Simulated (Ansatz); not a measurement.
# Si under a change: biaxial strain +2.50 %, plane normal [110], relaxed out of plane

The reference is Si in the diamond structure (space group Fd-3m, No. 227; a = 5.4338 Å). Axes: x, y, z lie along the cube axes.

One thing is altered: biaxial strain +2.50 %, plane normal [110], relaxed out of plane (Cartesian); in-plane vectors clamped, the third vector and the atoms free.

Level of theory: PBEsol/PAW in Ansatz (a quantum-chemistry and plane-wave program), no spin-orbit coupling. Γ-centred 11×11×11 mesh, Fermi–Dirac width 0.05 eV.

```tsv
quantity	base	changed	shift
volume per atom	20.05 Å³	20.82 Å³	+0.77 Å³
space group	Fd-3m (No. 227)	Imma (No. 74)	–
shortest interatomic distance	4.446 bohr	4.476 bohr	+0.030 bohr
energy relative to the base (free energy F)	0 meV/atom	+16 meV/atom	+16 meV/atom
pressure (mean of the normal stresses, compression positive)	-0.01 GPa	-3.26 GPa	-3.25 GPa
band gap	0.47 eV	0.28 eV	-0.19 eV
gap character	–	indirect, Γ → Γ–T (80 % along)	–
electron mass	0.93 mₑ along k, 0.19 mₑ across (off the special points)	0.97 mₑ along k, 0.19 mₑ across (off the special points)	–
valence-band top at Γ (three highest levels, from the VBM)	0.00, 0.00, 0.00 eV	0.00, -0.30, -0.32 eV	–
out-of-plane strain	–	-1.17 %	–
ratio −ε⊥/ε∥	–	0.47	–
```

Final structure (turned so that z lies along the plane normal):

```
Si
1.0
    0.00000     0.00000    -3.79711
   -1.96915     2.78480    -1.89856
    1.96915     2.78480    -1.89856
Si
2
Cartesian
  0.00000   2.77284  -3.79711
  0.00000   4.18917  -5.69567
```

A biaxial case was relaxed in a doubled cell and then solved in the primitive one. Effective masses come from finite differences of ±0.01 Å⁻¹. Along k means along the line from Γ to the band edge. Whether these cells are dynamically stable was not tested. The zero or small gap of Si under biaxial strain +2.50 %, plane normal [110], relaxed out of plane can change with the level of theory. k-point labels follow each cell's own Brillouin zone.
